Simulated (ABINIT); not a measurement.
# A short convergence ladder for Te (C2, 3 atoms in the cell)

```
Te
1.0
    2.21885    -3.84316     0.00000
    2.21885     3.84316     0.00000
    0.00000     0.00000     5.90035
Te
3
Direct
  0.00000   0.26300   0.66667
  0.74827   0.74827   0.00000
  0.26300   0.00000   0.33333
```

Base method: LDA (PW92), norm-conserving pseudopotentials (PseudoDojo nc-sr-04 LDA standard) (plane waves; ABINIT 10.0.3).

Base settings: pseudos = [Te.upf]; ecut = 82 Ry; ixc = 7; occopt = 3; tsmear = 0.00073499 Ha; ngkpt = 3 3 2; nshiftk = 1; shiftk = 0 0 0; potentials = PseudoDojo nc-sr-04 LDA standard; nband = 31.

The count of work is k-points × plane waves × bands × iterations; it is no time. Core times come from one kind of shared machine, to one figure; runs under 30 s give none.

**The k-point mesh**

Only quantities that move along the ladder and can be compared are tabulated.

| ngkpt | free energy less the last step's (meV/atom) | pressure (GPa) | largest difference of a force vector from the last step's (eV/Å) | gap on the mesh (eV) | count of work / last | core time / last (rough) |
|---|---|---|---|---|---|---|
| 2 2 1 | 26.52 | -0.74 | 1.585 | 1.620 | 0.037 | 0.06 |
| 2 2 2 | 203.40 | 1.02 | 0.710 | 0.739 | 0.069 | 0.10 |
| 3 3 2 | 52.69 | 0.04 | 0.265 | 0.105 | 0.20 | 0.2 |
| 4 4 3 | 9.76 | -0.19 | 0.010 | 0.902 | 0.39 | 0.4 |
| 6 6 4 | 0.00 | -0.29 | 0.000 | 0.115 | 1.0 | 1 |

Coarsest ngkpt that holds the forces within 0.02 eV/Å of the last step, with all finer ones: 4 4 3, at 0.39 of the last step's count of work and about 0.4 of the last step's time; the step before is off by 0.26 eV/Å.

Coarsest ngkpt that holds the pressure within 0.5 GPa of the last step, with all finer ones: 3 3 2, at 0.20 of the last step's count of work and about 0.2 of the last step's time; the step before is off by 1.3 GPa.

The gap on the mesh jumps up and down from mesh to mesh; it is no smooth measure of convergence.

On the base run: the starting cell has typed, rounded lattice constants, without a prior relaxation at this level. Its lattice was rescaled by up to half a per cent. One atom was moved a little off its site on purpose. Spin-orbit coupling is off.
